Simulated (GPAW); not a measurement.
**Worked example: self-consistent single point of MgTe (F-43m, 2 atoms in the cell) in GPAW**

Method: LDA (Perdew-Wang 92), GPAW PAW datasets LDA (gpaw-data 1.0.1) (plane waves; GPAW 25.7.0).

This input was run:

```python
from ase import Atoms
from ase.units import GPa
from gpaw import GPAW, PW, FermiDirac

atoms = Atoms(['Mg', 'Te'],
              cell=[[0.000000, 3.226050, 3.226050],
                    [3.226050, 0.000000, 3.226050],
                    [3.226050, 3.226050, 0.000000]],
              positions=[[0.000000, 0.000000, 0.000000],
                         [1.613025, 1.613025, 1.613025]],
              pbc=True)

calc = GPAW(mode=PW(850),
            xc='LDA',
            kpts=(3, 3, 3),
            occupations=FermiDirac(0.05),
            nbands=-8,
            convergence={'density': 1e-05, 'bands': -6},
            symmetry={'symmorphic': False, 'tolerance': 0.0005},
            maxiter=120)

atoms.calc = calc

energy = atoms.get_potential_energy()
print('Energy (eV):', round(energy, 6))
forces = atoms.get_forces()
print('Forces (eV/Ang):')
print(forces.round(5))
stress = atoms.get_stress()
print('Stress (GPa, Voigt):', (stress / GPa).round(4))
```

Log, with long lists cut:

```
Input parameters:
  convergence: {bands: -6,
                density: 1e-05}
  kpts: [3 3 3]
  maxiter: 120
  mode: {ecut: 850.0,
         name: pw}
  nbands: -8
  occupations: {fixmagmom: False,
                name: fermi-dirac,
                width: 0.05}
  symmetry: {symmorphic: False,
             tolerance: 0.0005}

species:
  Mg:
    name: Magnesium
    Z: 12.0
    valence: 10
    core: 2
    charge: 0.0
    file: Mg.LDA.gz

    # Using partial waves for Mg as LCAO basis

  Te:
    name: Tellurium
    Z: 52.0
    valence: 6
    core: 46
    charge: 0.0
    file: Te.LDA.gz

    # Using partial waves for Te as LCAO basis

Reference energy: -190064.726160  # eV

Spin-paired calculation

Convergence criteria:
 Maximum [total energy] change in last 3 cyles: 0.0005 eV / valence electron
 Maximum integral of absolute [dens]ity change: 1e-05 electrons / valence electron
 Maximum integral of absolute [eigenst]ate change: 4e-08 eV^2 / valence electron
 Maximum number of scf [iter]ations: 120

Symmetries present (total): 24
Symmetries with fractional translations: 0
27 k-points: 3 x 3 x 3 Monkhorst-Pack grid
4 k-points in the irreducible part of the Brillouin zone
       k-points in crystal coordinates                weights
   0:     0.00000000    0.00000000    0.00000000          1/27
   1:     0.33333333    0.33333333   -0.33333333         12/27
   2:     0.33333333    0.33333333    0.00000000          6/27
   3:     0.33333333    0.33333333    0.33333333          8/27

Wave functions: Plane wave expansion
  Cutoff energy: 850.000 eV
  Number of coefficients (min, max): 3765, 3796
  Pulay-stress correction: 0.000000 eV/Ang^3 (de/decut=0.000000)

Occupation numbers: Fermi-Dirac:
  width: 0.0500  # eV

Eigensolver

Densities:
  Coarse grid: 32*32*32 grid
  Fine grid: 64*64*64 grid
  Total Charge: 0.000000

Density mixing:
  Method: separate
  Backend: pulay
  Linear mixing parameter: 0.05
  old densities: 5
  Damping of long wavelength oscillations: 50

Hamiltonian:
  XC and Coulomb potentials evaluated on a 64*64*64 grid
  External potential:
    NoExternalPotential

Number of atoms: 2
Number of atomic orbitals: 12
Number of bands in calculation: 16
Number of valence electrons: 16
Bands to converge: 10

Density initialized from atomic densities
  12 bands from LCAO basis set
  4 bands from random numbers

Atomic positions and initial magnetic moments

Positions:
   0 Mg     0.000000    0.000000    0.000000    ( 0.0000,  0.0000,  0.0000)
   1 Te     1.613025    1.613025    1.613025    ( 0.0000,  0.0000,  0.0000)

Unit cell:
           periodic     x           y           z      points  spacing
  1. axis:    yes    0.000000    3.226050    3.226050    32     0.1164
  2. axis:    yes    3.226050    0.000000    3.226050    32     0.1164
  3. axis:    yes    3.226050    3.226050    0.000000    32     0.1164

  Lengths:   4.562324   4.562324   4.562324
  Angles:   60.000000  60.000000  60.000000

Effective grid spacing dv^(1/3) = 0.1270

     iter     time        total  log10-change:
                         energy   eigst   dens
iter:   1 --:--:--    -7.509009   +0.39
iter:   2 --:--:--    -7.480552   -0.67  -1.14
iter:   3 --:--:--    -7.300844   -1.45  -1.18
iter:   4 --:--:--    -7.303142   -2.24  -1.52
iter:   5 --:--:--    -7.298723c  -3.04  -1.64
iter:   6 --:--:--    -7.297829c  -3.92  -2.44
iter:   7 --:--:--    -7.297833c  -5.10  -2.89
iter:   8 --:--:--    -7.297785c  -5.09  -2.88
iter:   9 --:--:--    -7.297778c  -6.23  -3.50
iter:  10 --:--:--    -7.297780c  -6.83  -3.83
iter:  11 --:--:--    -7.297776c  -6.73  -3.88
iter:  12 --:--:--    -7.297777c  -7.38  -3.99
iter:  13 --:--:--    -7.297777c  -8.46c -4.58
iter:  14 --:--:--    -7.297777c  -9.13c -4.60
iter:  15 --:--:--    -7.297777c  -9.39c -4.67
iter:  16 --:--:--    -7.297777c  -8.12c -4.73
iter:  17 --:--:--    -7.297777c  -9.75c -5.09c

Converged after 17 iterations.

Dipole moment: (-4.264884, -4.264884, -4.264884) |e|*Ang

Energy contributions relative to reference atoms: (reference = -190064.726160)

Kinetic:        +11.230023
Potential:      -10.312779
External:        +0.000000
XC:              -8.327998
Entropy (-ST):   -0.000000
Local:           +0.112978
SIC:             +0.000000
--------------------------
Free energy:     -7.297777
Extrapolated:    -7.297777

Showing only first 2 kpts
 Kpt  Band  Eigenvalues  Occupancy
  0     6      1.91902    2.00000
  0     7      1.91902    2.00000
  0     8      4.10118    0.00000
  0     9      7.28771    0.00000

  1     6     -0.16557    2.00000
  1     7      1.10609    2.00000
  1     8      5.49298    0.00000
  1     9      7.77587    0.00000

Fermi level: 3.03355

Gap: 2.182 eV
Transition (v -> c):
  (s=0, k=0, n=7, [0.00, 0.00, 0.00]) -> (s=0, k=0, n=8, [0.00, 0.00, 0.00])
No difference between direct/indirect transitions
Energy (eV): -7.297777

Forces in eV/Ang:
  0 Mg    0.00000   -0.00000    0.00000
  1 Te    0.00000   -0.00000   -0.00000

Stress tensor:
     0.005363    -0.000000     0.000000
    -0.000000     0.005363     0.000000
     0.000000     0.000000     0.005363
Stress (GPa, Voigt): [ 0.8592  0.8592  0.8592  0.      0.     -0.    ]
```

The run converged in 17 iterations. GPAW prints stress with tension positive.

The starting cell has typed, rounded lattice constants, without a prior relaxation at this level. Its lattice was rescaled by up to half a per cent. Spin-orbit coupling is off.
